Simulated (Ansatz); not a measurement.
The starting structures come from a database of crystals and need not be the phases stable at ambient conditions.

Tunnelling through a barrier is set by its complex band structure: the current falls as exp(−2κd) with the smallest κ.

Consider the following.

```yaml
crystal:
  lattice:
    - [6.69970, 0.00000, 0.00000]
    - [-3.34985, 10.50045, 0.00000]
    - [3.34985, 3.20600, 4.83591]
  atoms:
    - { symbol: Ba, position: [0.96603, 0.63270, 0.70063] }
    - { symbol: Ba, position: [0.03397, 0.36730, 0.29937] }
    - { symbol: Ba, position: [0.00000, 0.00000, 0.00000] }
    - { symbol: P, position: [0.44907, 0.78240, 0.88427] }
    - { symbol: P, position: [0.55093, 0.21760, 0.11573] }
    - { symbol: S, position: [0.03453, 0.69282, 0.13633] }
    - { symbol: S, position: [0.96547, 0.30718, 0.86367] }
    - { symbol: S, position: [0.52197, 0.69282, 0.64889] }
    - { symbol: S, position: [0.47804, 0.30718, 0.35111] }
    - { symbol: S, position: [0.52197, 0.69282, 0.13633] }
    - { symbol: S, position: [0.47804, 0.30718, 0.86367] }
    - { symbol: S, position: [0.32172, 0.98839, 0.34494] }
    - { symbol: S, position: [0.67828, 0.01161, 0.65506] }
```

Space group of this cell: P-3m1. The cell is taken as given; by PBEsol its mean pressure is -1.3 GPa.

Transport runs along the normal of the first two printed cell vectors, the (101) plane of the conventional cell.

No gap correction and no spin-orbit coupling; mid-gap values are interpolated between computed energies.

### Question
Compute, with PBEsol in Ansatz (an electronic-structure program), the band gap and the smallest decay constant κ at mid-gap.

### Answer
Gap 1.96 eV on a 6×6×6 mesh; κ = 0.254 1/Å, at the zone centre.
